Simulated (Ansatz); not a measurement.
Take WSi2 (space group I4/mmm, No. 139; a = 3.2289 Å, c = 7.8697 Å; relaxed with 0.1 eV smearing) as the base. Axes: x, y, z lie along a, b, c of the conventional cell.

Method: Ansatz (a first-principles code) PBE, spin-orbit coupling left out.

Strains are applied to the cell and any free atomic positions relax.

One change was made to it. Results:

```json
[
 {"quantity": "pressure (mean of the normal stresses, compression positive)", "base": "0.0 GPa", "after": "2.5 GPa"},
 {"quantity": "energy relative to the base (free energy F)", "base": "0 meV/atom", "after": "+2.3 meV/atom"}
]
```

**Question.** What was done to the base?
A. uniaxial strain ε_zz = +0.50 %
B. uniaxial strain ε_zz = −1.00 %
C. uniaxial strain ε_zz = −3.00 %
D. uniaxial strain ε_zz = −2.50 %

**Answer.** B, uniaxial strain ε_zz = −1.00 %. For comparison, the energy relative to the base in the other runs: uniaxial strain ε_zz = +0.50 % gives +0.6 meV/atom; uniaxial strain ε_zz = −2.50 % gives +15 meV/atom; uniaxial strain ε_zz = −3.00 % gives +22 meV/atom.

No phonon test of stability was made. All final runs are without spin polarisation.
